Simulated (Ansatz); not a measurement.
**Short convergence ladders for SnTe (I4mm, 2 atoms in the cell)**

```
CELL_PARAMETERS angstrom
      0.00000     3.14420     3.14420
      3.14420     0.00000     3.14420
      3.14420     3.14420     0.00000
ATOMIC_POSITIONS crystal
  Sn 0.00795 0.00795 0.99205
  Te 0.50000 0.50000 0.50000
```

Base method: PBEsol, PAW files made with PBE (plane waves; Ansatz, a first-principles code).

Base settings: basis.ecutwfc = 420 eV; kpoints.mp_grid.grid = 7 7 7; hamiltonian.xc = pbesol; hamiltonian.pseudopotentials = {kind: paw} (the program's default PAW files); scf.occupations.method = fermi_dirac; scf.occupations.width = 0.01 eV.

The count of work is k-points × plane waves × bands × iterations; it is no time. 

**The cutoff for other potential files**

Level: DFT, PBEsol, plane waves, harder PAW files (source: ansatz) made with PBE.

In this ladder: hamiltonian.pseudopotentials = {kind: paw, source: ansatz}.

The second cell is the first with its lattice scaled by 0.98.

The mesh stays at the base's, so the ladder's end is converged at best in this setting alone.

The first pressure column holds Ansatz's estimate of the finite-basis (Pulay) stress, which hides part of the cutoff error; the other is without it.

Only quantities that move along the ladder and can be compared are tabulated.

| basis.ecutwfc | free energy less the last step's (meV/atom) | energy of the compressed cell less the first (meV/atom) | pressure (GPa) | pressure without the Pulay estimate (GPa) | largest difference of a force vector from the last step's (eV/Å) | count of work / last |
|---|---|---|---|---|---|---|
| 290 eV | 28976.84 | -65.89 | -3.06 | -688.77 | 0.066 | 0.15 |
| 350 eV | 6557.45 | 96.15 | -0.48 | -202.79 | 0.018 | 0.20 |
| 450 eV | 393.90 | 22.36 | -0.12 | -19.27 | 0.002 | 0.25 |
| 545 eV | 10.93 | 17.19 | -0.05 | -0.99 | 0.000 | 0.33 |
| 640 eV | 0.52 | 16.94 | -0.05 | -0.05 | 0.000 | 0.41 |
| 770 eV | 0.36 | 16.94 | -0.05 | -0.05 | 0.000 | 0.54 |
| 960 eV | 0.14 | 16.94 | -0.05 | -0.05 | 0.000 | 0.67 |
| 1280 eV | 0.00 | 16.94 | -0.05 | -0.05 | 0.000 | 1.0 |

Coarsest basis.ecutwfc that holds the forces within 0.02 eV/Å of the last step, with all finer ones: 350 eV, at 0.20 of the last step's count of work; the step before is off by 0.066 eV/Å.

Coarsest basis.ecutwfc that holds the free energy within 1 meV/atom of the last step, with all finer ones: 640 eV, at 0.41 of the last step's count of work; the step before is off by 11 meV/atom.

Coarsest basis.ecutwfc that holds the energy of the compressed cell less the first within 2 meV/atom of the last step, with all finer ones: 545 eV, at 0.33 of the last step's count of work; the step before is off by 5.4 meV/atom.

The energy difference between the two cells stays within 1 meV/atom of the last step's from 545 eV on, the total only from 640 eV on: much of the error is common to both cells and cancels.

At the lowest cutoff the pressure without the Pulay estimate lies 689 GPa under the last step's, the usual sign of Pulay stress in an incomplete plane-wave basis.

**The relaxed cell against the cutoff**

On SnTe (Fm-3m, 2 atoms in the cell): atoms on their sites.

In this ladder: relax = cell and atoms.

The mesh stays at the base's, so the ladder's end is converged at best in this setting alone.

Only quantities that move along the ladder and can be compared are tabulated.

```tsv
basis.ecutwfc	relaxed volume (Å³/atom)	relaxation steps
250 eV	31.127	8
295 eV	31.037	4
355 eV	31.012	3
420 eV	31.008	3
505 eV	31.008	3
630 eV	31.007	3
840 eV	31.006	3
```

Coarsest basis.ecutwfc that holds the relaxed volume within 0.062 Å³/atom of the last step, with all finer ones: 295 eV; the step before is off by 0.12 Å³/atom.

At the lowest cutoff the cell relaxes to a volume 0.4 % larger than at the highest. Ansatz relaxes on a stress corrected for the finite basis.

On the base run: the starting cell has typed, rounded lattice constants, without a prior relaxation at this level. Its lattice was rescaled by up to half a per cent. One atom was moved a little off its site on purpose.

Left out of this page: 1 run of the series failed or unconverged.

Keys are those of Ansatz 0.2.
